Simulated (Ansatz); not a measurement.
A self-consistent single point of SnO (Cmc2_1, 8 atoms in the cell) with Ansatz (a first-principles code).

Method of the run: PBEsol, PAW files made with PBE (plane waves; Ansatz).

The change in words: lattice scaled by 0.98. Reference geometry:
```xyz
8
Lattice="2.2509 -2.7784 0.0000 2.2509 2.7784 0.0000 0.0000 0.0000 12.1541" Properties=species:S:1:pos:R:3 pbc="T T T"
Sn     2.2509    -2.6240    12.1521
Sn     2.2509     2.6240     6.0750
Sn     2.2509    -0.6866     9.3674
Sn     2.2509     0.6866     3.2904
O      2.2509    -0.5152    11.5398
O      2.2509     0.5152     5.4627
O      2.2509     2.7520     9.9851
O      2.2509    -2.7520     3.9080
```

Reference input (self-consistent single point, DFT, PBEsol, plane waves, PAW files made with PBE): kpoints.mp_grid.grid = 4 4 2; hamiltonian.xc = pbesol; hamiltonian.pseudopotentials = {kind: paw} (an earlier, softer set of the program's PAW files); scf.occupations.method = fixed. This run's input differs from it in these lines:

Ansatz 0.2 input:
```diff
@@ -3,14 +3,14 @@
   lattice:
-    - [2.250903, -2.778397, 0.000000]
-    - [2.250903, 2.778397, 0.000000]
-    - [0.000000, 0.000000, 12.154142]
+    - [2.205885, -2.722829, 0.000000]
+    - [2.205885, 2.722829, 0.000000]
+    - [0.000000, 0.000000, 11.911059]
   atoms:
-    - { symbol: Sn, position_ang: [2.250903, -2.623974, 12.152076] }
-    - { symbol: Sn, position_ang: [2.250903, 2.623974, 6.075005] }
-    - { symbol: Sn, position_ang: [2.250903, -0.686597, 9.367440] }
-    - { symbol: Sn, position_ang: [2.250903, 0.686597, 3.290369] }
-    - { symbol: O, position_ang: [2.250903, -0.515170, 11.539750] }
-    - { symbol: O, position_ang: [2.250903, 0.515170, 5.462679] }
-    - { symbol: O, position_ang: [2.250903, 2.752002, 9.985114] }
-    - { symbol: O, position_ang: [2.250903, -2.752002, 3.908043] }
+    - { symbol: Sn, position_ang: [2.205885, -2.571494, 11.909034] }
+    - { symbol: Sn, position_ang: [2.205885, 2.571494, 5.953505] }
+    - { symbol: Sn, position_ang: [2.205885, -0.672866, 9.180091] }
+    - { symbol: Sn, position_ang: [2.205885, 0.672866, 3.224562] }
+    - { symbol: O, position_ang: [2.205885, -0.504867, 11.308955] }
+    - { symbol: O, position_ang: [2.205885, 0.504867, 5.353425] }
+    - { symbol: O, position_ang: [2.205885, 2.696962, 9.785411] }
+    - { symbol: O, position_ang: [2.205885, -2.696962, 3.829882] }
 kpoints:
```

Log, with long lists cut:

```
SCF iter   1: F=—  HF=-26043.569521 eV  |F-HF|=—  |Δ(HF+E_count)|=         —  Δρ=5.37e-2  dr2=6.49e0  ethr=3.10e-3  ⟨swp⟩=4.7  Hψ=2287  notcnv=0  defer=77
all-band conjugate gradients solve this SCF's bands
preconditioner: auto → Resta (q_TF=auto, 2.476 Å⁻¹)
SCF iter   2: F=—  HF=-26042.267601 eV  |F-HF|=—  |Δ(HF+E_count)|=    1.30e0  Δρ=2.60e-2  dr2=1.11e0  ethr=3.10e-3  ⟨swp⟩=3.0  Hψ=1460  notcnv=0  defer=82
   [... lines left out ...]
SCF iter   7: F=—  HF=-26042.047520 eV  |F-HF|=—  |Δ(HF+E_count)|=   3.31e-5  Δρ=3.53e-4  dr2=1.53e-4  ethr=2.68e-7  ⟨swp⟩=2.0  Hψ=928  notcnv=0  defer=84
SCF iter   8: F=—  HF=-26042.047494 eV  |F-HF|=—  |Δ(HF+E_count)|=   2.56e-5  Δρ=4.81e-5  dr2=3.02e-6  ethr=1.92e-7  ⟨swp⟩=2.0  Hψ=804  notcnv=0  defer=43
SCF iter   9: F=—  HF=-26042.047391 eV  |F-HF|=—  |Δ(HF+E_count)|=   1.03e-4  Δρ=1.08e-5  dr2=1.65e-7  ethr=3.78e-9  ⟨swp⟩=2.0  Hψ=899  notcnv=0  defer=37
SCF iter  10: F=-26042.047391 eV  HF=-26042.047391 eV  |F-HF|=3.31e-9  |Δ(HF+E_count)|=   1.50e-7  Δρ=1.92e-6  dr2=5.30e-9  ethr=1.25e-10  ⟨swp⟩=12.6  Hψ=3355  notcnv=0
SCF 1 converged in 10 iterations: F = -26042.047391 eV  dr2 = 5.30e-9
Free energy (F): -26042.047391 eV
Internal energy: -26042.047391 eV  (E = F + TS)
E sigma→0 (E₀):  -26042.047391 eV
Fermi energy:    8.794673 eV
--- Forces (eV/Å), atoms counted from 1 ---
  atom   1  Sn     0.00000000    -0.17275248     0.46791070
  atom   2  Sn    -0.00000000     0.17275248     0.46791070
  atom   3  Sn    -0.00000000     0.17174382    -0.45947816
  atom   4  Sn     0.00000000    -0.17174382    -0.45947816
  atom   5  O     -0.00000000     0.21174908    -0.00490472
  atom   6  O      0.00000000    -0.21174908    -0.00490472
  atom   7  O      0.00000000    -0.17940343    -0.00353547
  atom   8  O     -0.00000000     0.17940343    -0.00353547
--- Stress (GPa, compression-positive) ---
        1.126943      -0.000000      -0.000000
       -0.000000       0.944704       0.000000
       -0.000000       0.000000       2.480910
  P = ⅓ Tr σ = 1.5175 GPa (15.175 kbar)
  The stress holds the Pulay correction. Without it, at fixed plane waves, as pw.x and ABINIT print it: P = 1.3069 GPa
```

The run converged in 10 iterations. Against the reference run the free energy drops by 8.4 meV/atom, the pressure goes from -3.64 to 1.52 GPa, the largest force goes from 0.385 to 0.499 eV/Å and the gap on the mesh goes from 1.656 to 1.575 eV.

The starting cell comes from a database of computed structures (which also holds hypothetical and non-ambient phases and stackings), without a prior relaxation at this level. Its lattice was rescaled by a random factor within 2.5 % of one. For this run, on top of that: lattice scaled by 0.98. Ansatz's pressure includes its estimate of the finite-basis (Pulay) stress.
